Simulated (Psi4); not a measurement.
Psi4 1.11, R2SCAN/def2-svp: FC1(F)[SiH2]C[SiH2]1, 12 atoms. The geometry is a generated start, not checked to be a minimum at this level.

```yaml
task: gradient
method: r2scan
basis: def2-svp
memory: 7 GB
scf_type: df (default)
guess: auto, which took SAD (default)
diis_max_vecs: 10 (default)
scf_initial_accelerator: adiis (default)
e_convergence: 1e-08 (default)
d_convergence: 1e-08 (default)
basis functions (reference run): 122
grid points (reference run): 2167972
```

```xyz
12

F      2.0856    -0.5322     1.2254
C      1.2880    -0.3175     0.1610
F      2.0165    -0.4744    -0.9633
Si     0.2391     1.2672     0.2211
C     -1.1637     0.2960    -0.6305
Si    -0.3736    -1.2417     0.1742
H     -0.1546     1.7027     1.5901
H      0.7285     2.4036    -0.6041
H     -1.1029     0.3015    -1.7204
H     -2.1716     0.5357    -0.2892
H     -0.9354    -1.4948     1.5303
H     -0.4557    -2.4459    -0.6947
```
Charge 0, spin multiplicity 1.

Differences are taken against the run with dft_radial_points = 200, dft_spherical_points = 974, dft_pruning_scheme = none (default); no run here is proven converged. One run each, on a shared machine, so no times are given.

Settings tried, all else as in the reference:
- dft_radial_points = 75 (default), dft_spherical_points = 302 (default), dft_pruning_scheme = robust
- dft_radial_points = 99, dft_spherical_points = 590, dft_pruning_scheme = robust
- dft_radial_points = 150, dft_spherical_points = 770
- dft_radial_points = 75 (default), dft_spherical_points = 434
- dft_radial_points = 75 (default), dft_spherical_points = 302 (default)
- dft_radial_points = 35, dft_spherical_points = 110
- dft_radial_points = 25, dft_spherical_points = 50
- dft_radial_points = 75 (default), dft_spherical_points = 302 (default), dft_pruning_scheme = treutler
- dft_radial_points = 99, dft_spherical_points = 590, dft_pruning_scheme = treutler
- dft_radial_points = 50, dft_spherical_points = 194
- dft_radial_points = 99, dft_spherical_points = 590

Task: Which settings reproduce the reference to 10 meV/atom in energy, 100 meV/Å in forces (largest component)?

Result: Within it: dft_radial_points = 150, dft_spherical_points = 770; dft_radial_points = 99, dft_spherical_points = 590, dft_pruning_scheme = robust; dft_radial_points = 99, dft_spherical_points = 590; dft_radial_points = 99, dft_spherical_points = 590, dft_pruning_scheme = treutler; dft_radial_points = 75 (default), dft_spherical_points = 434; dft_radial_points = 75 (default), dft_spherical_points = 302 (default); dft_radial_points = 75 (default), dft_spherical_points = 302 (default), dft_pruning_scheme = robust; dft_radial_points = 75 (default), dft_spherical_points = 302 (default), dft_pruning_scheme = treutler. Outside: dft_radial_points = 50, dft_spherical_points = 194; dft_radial_points = 35, dft_spherical_points = 110; dft_radial_points = 25, dft_spherical_points = 50.

| setting | grid points | energy against the reference | difference in forces (largest component) |
|---|---|---|---|
| the reference | 2167972 | — | — |
| dft_radial_points = 150, dft_spherical_points = 770 | 1292427 | −0.0029 meV/atom | 1.0 meV/Å |
| dft_radial_points = 99, dft_spherical_points = 590, dft_pruning_scheme = robust | 457944 | +0.13 meV/atom | 4.0 meV/Å |
| dft_radial_points = 99, dft_spherical_points = 590 | 656700 | +0.13 meV/atom | 4.1 meV/Å |
| dft_radial_points = 99, dft_spherical_points = 590, dft_pruning_scheme = treutler | 340152 | +0.24 meV/atom | 18 meV/Å |
| dft_radial_points = 75 (default), dft_spherical_points = 434 | 367358 | −0.31 meV/atom | 32 meV/Å |
| dft_radial_points = 75 (default), dft_spherical_points = 302 (default) | 255804 | −0.23 meV/atom | 41 meV/Å |
| dft_radial_points = 75 (default), dft_spherical_points = 302 (default), dft_pruning_scheme = robust | 174992 | −0.23 meV/atom | 41 meV/Å |
| dft_radial_points = 75 (default), dft_spherical_points = 302 (default), dft_pruning_scheme = treutler | 140144 | −0.10 meV/atom | 41 meV/Å |
| dft_radial_points = 50, dft_spherical_points = 194 | 111462 | +7.8 meV/atom | 140 meV/Å |
| dft_radial_points = 35, dft_spherical_points = 110 | 44365 | +15 meV/atom | 200 meV/Å |
| dft_radial_points = 25, dft_spherical_points = 50 | 14468 | +43 meV/atom | 750 meV/Å |

Total energies are compared; such shifts often cancel in part in energy differences. The gradients leave out the derivatives of the grid weights. The tolerance is a choice made for this comparison.
